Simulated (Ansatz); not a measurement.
**PbSe, response to strain**

Start from PbSe in the rock salt structure (space group Fm-3m, No. 225; a = 6.178 Å). Axes: x, y, z lie along the cube axes.

Strains are applied to the cell and any free atomic positions relax; under biaxial strain the out-of-plane vector relaxes too; under stress the whole cell relaxes.

Level of theory: r2SCAN, PAW, 500 eV (Ansatz, a quantum-chemistry and plane-wave program; no spin-orbit coupling), earlier PAW set.

Notes on the quantities. energy relative to the base: free energy F; pressure: mean of the normal stresses, compression positive.

| change | gap character | energy relative to the base | space group | pressure |
|---|---|---|---|---|
| base | direct at L | 0 meV/atom | Fm-3m (No. 225) | -0.1 kbar |
| biaxial strain +0.74 %, plane normal [001], relaxed out of plane | direct at N | +1.4 meV/atom | I4/mmm (No. 139) | -6.5 kbar |
| biaxial strain −0.79 %, plane normal [111], relaxed out of plane | indirect, T → L | +0.9 meV/atom | R-3m (No. 166) | 4.0 kbar |
| biaxial strain +3.29 %, plane normal [111], relaxed out of plane | indirect, L → T | +14 meV/atom | R-3m (No. 166) | -15.0 kbar |
| isotropic strain −1.37 % | direct at L | +8.3 meV/atom | Fm-3m (No. 225) | 23.2 kbar |
| isotropic strain +2.00 % | direct at L | +16 meV/atom | Fm-3m (No. 225) | -26.9 kbar |
| uniaxial strain ε_xx = +1.00 % | direct at N | +1.1 meV/atom | I4/mmm (No. 139) | -4.9 kbar |
| uniaxial strain ε_xx = +1.42 % | direct at N | +2.2 meV/atom | I4/mmm (No. 139) | -6.8 kbar |
| uniaxial strain ε_zz = −4.93 % | direct at N | +35 meV/atom | I4/mmm (No. 139) | 33.4 kbar |
| uniaxial stress, 1 GPa tension along x | direct at N | +0.8 meV/atom | I4/mmm (No. 139) | – |

Spin-orbit coupling, missing from the scalar runs, can matter with Pb. Stability under load was not tested beyond the relaxation. k-point labels follow each cell's own Brillouin zone.
